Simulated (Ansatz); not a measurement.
The parent structure is BaO in the rock salt structure (space group Fm-3m, No. 225).

```cif
data_BaO
_chemical_formula_sum 'Ba1 O1'
_space_group_name_H-M_alt 'P 1'
_space_group_IT_number 1
_cell_length_a 3.94116
_cell_length_b 3.94116
_cell_length_c 3.94116
_cell_angle_alpha 60.000
_cell_angle_beta 60.000
_cell_angle_gamma 60.000
loop_
_space_group_symop_operation_xyz
  'x, y, z'
loop_
_atom_site_label
_atom_site_type_symbol
_atom_site_fract_x
_atom_site_fract_y
_atom_site_fract_z
_atom_site_occupancy
Ba1 Ba 0.00000 0.00000 0.00000 1
O1 O 0.50000 0.50000 0.50000 1
```

The values are results of PBE/PAW in Ansatz (an electronic-structure program), no spin-orbit coupling, not measurements.

One change was made to it. Results:

```
quantity             base     after
---------------  --------  --------
volume per atom  21.64 Å³  16.91 Å³
band gap          2.10 eV   0.96 eV
```

Q: Which change produced these results?
(A) pressure 15 GPa
(B) pressure 3 GPa
(C) pressure 75 GPa
(D) pressure 30 GPa

A: D, pressure 30 GPa. For comparison, the band gap in the other runs: pressure 15 GPa gives 1.49 eV; pressure 75 GPa gives zero; pressure 3 GPa gives 1.97 eV.

A case with no gap was solved on a k-mesh chosen for an insulator, which is coarse for it. Load acts through the strain it causes; cell and atoms are relaxed under it. No phonon test of stability was made. Competing high-pressure phases were not computed. The final runs are not spin-polarised. The zero or small gap of BaO under pressure 75 GPa can change with the level of theory.
